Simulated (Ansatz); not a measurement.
Partial pair distribution functions of a relaxed model of amorphous In24O37Li2, broadened by 0.06 Å; density 6.48 g/cm³. All values below come from PBE, scalar-relativistic without spin-orbit coupling (plane waves to 420 eV, PAW; Ansatz, a quantum-chemistry and plane-wave program).

Preparation: random packing, a CHGNet melt and quench, and a DFT relaxation. O atoms were pushed apart under 1.9 Å during the dynamics, to hinder bonds among them. The hot cell started wider than the set density and was brought back towards it in steps. It is the lowest in DFT energy of 2 quenches. It is a model cell: composition and starting density were chosen by hand, and all elements were melted together. No dispersion term was used. Its density started from a set value of 6.38 and ended at 6.48 g/cm³. The simulated quench (nominally 280 K/ps over its main leg) is rapid and tends to freeze in more defects than a deposited or slowly cooled glass has. Values belong to this one cell and scatter from quench to quench. Volume and shape were free in the relaxation.

```
r (Å)  g In-O  g O-Li  g In-In  g O-O
-----  ------  ------  -------  -----
1.65     0.00    0.00     0.00   0.00
1.75     0.00    0.21     0.00   0.00
1.85     0.01    2.92     0.00   0.00
1.95     0.42    4.04     0.00   0.00
2.05     3.62    2.23     0.00   0.00
2.15     7.42    1.81     0.00   0.00
2.25     5.97    0.57     0.00   0.00
2.35     2.43    0.92     0.00   0.00
2.45     1.05    1.52     0.00   0.01
2.55     0.33    2.12     0.00   0.15
2.65     0.15    1.09     0.00   0.52
2.75     0.10    0.15     0.00   1.57
2.85     0.12    0.01     0.00   2.61
2.95     0.15    0.30     0.00   2.52
3.05     0.15    1.34     0.07   2.39
3.15     0.15    1.33     0.87   2.29
3.25     0.13    0.78     2.56   1.94
3.35     0.28    0.04     3.50   1.79
3.45     0.37    0.14     3.35   1.69
3.55     0.48    0.67     2.84   1.45
3.65     0.72    0.95     2.06   0.96
3.75     0.92    0.77     2.27   0.47
3.85     0.84    1.72     2.35   0.49
3.95     1.08    1.29     2.35   0.76
4.05     1.19    1.57     1.12   0.60
4.15     1.25    2.00     0.45   0.59
4.25     1.45    0.90     0.20   0.70
4.35     1.42    0.18     0.13   0.73
4.45     1.32    0.70     0.32   0.76
4.55     1.24    0.91     0.32   0.74
4.65     1.16    0.76     0.37   0.73
```

Within 2.70 Å each In has 5.62 O neighbours on average.
